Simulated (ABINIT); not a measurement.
Band structure of Fe (Im-3m, 1 atom in the cell).

```xyz
1
Lattice="-1.4132 1.4132 1.4132 1.4132 -1.4132 1.4132 1.4132 1.4132 -1.4132" Properties=species:S:1:pos:R:3 pbc="T T T"
Fe     0.0000     0.0000     0.0000
```
Moments meant for the start (each program seeds them in its own way; μB, in the order of the atoms Fe): 4.0.

Computed with PBE, norm-conserving pseudopotentials (PseudoDojo nc-sr-05 PBE standard) (plane waves; ABINIT 10.0.3).

Settings: pseudos = [Fe.upf]; ecut = 45 Ha; ixc = 11; nsppol = 2; occopt = 3; tsmear = 0.1 eV; ngkpt = 16 16 16; nshiftk = 1; shiftk = 0 0 0; potentials = PseudoDojo nc-sr-05 PBE standard; kptopt = 1; nstep = 60; tolvrs1 = 1e-11.

The starting cell comes from a database of computed structures (which also holds hypothetical and non-ambient phases and stackings), without a prior relaxation at this level. Its lattice was rescaled by a random factor within 2.5 % of one. With one magnetic atom in the cell only a parallel order is possible.

Levels in eV from the Fermi level, bands 6 to 13 of the first spin channel:
```csv
point,6,7,8,9,10,11,12,13
Γ,-2.39,-2.39,-2.39,-1.17,-1.17,24.49,24.49,24.49
H,-4.97,0.06,0.06,0.06,9.90,9.90,9.90,15.66
N,-3.49,-1.10,-0.98,0.34,0.48,7.39,18.13,20.15
P,-3.32,-3.32,-0.94,-0.94,8.65,8.65,8.65,10.83
```

Bands cross the Fermi level along this path, so the cell is metallic at this level.

The net moment of the cell came out as 2.25 μB.
